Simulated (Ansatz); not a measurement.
The parent structure is TaC in the rock salt structure (space group Fm-3m, No. 225; a = 4.440 Å).

Modification: cell and atoms relaxed at a pressure of 22.5 GPa.

Levels (all Ansatz, a first-principles code, PAW): PBEsol (420 eV, spin-orbit coupling left out); PBEsol+SOC (420 eV, spin-orbit coupling included).

The geometry is relaxed with PBEsol.

```
Property           Result
---------------  --------
PBEsol pressure  22.5 GPa
```

Q: How does going to PBEsol+SOC change the pressure?

A: The pressure falls by 0.6 GPa, from 22.5 GPa to 21.9 GPa.

Single points use the geometry relaxed with PBEsol. The spin-orbit shifts are approximate. Load acts through the strain it causes; cell and atoms are relaxed under it. Whether these cells are dynamically stable was not tested. Competing high-pressure phases were not computed. The runs without spin-orbit coupling are not spin-polarised. An odd electron count without spin: TaC.
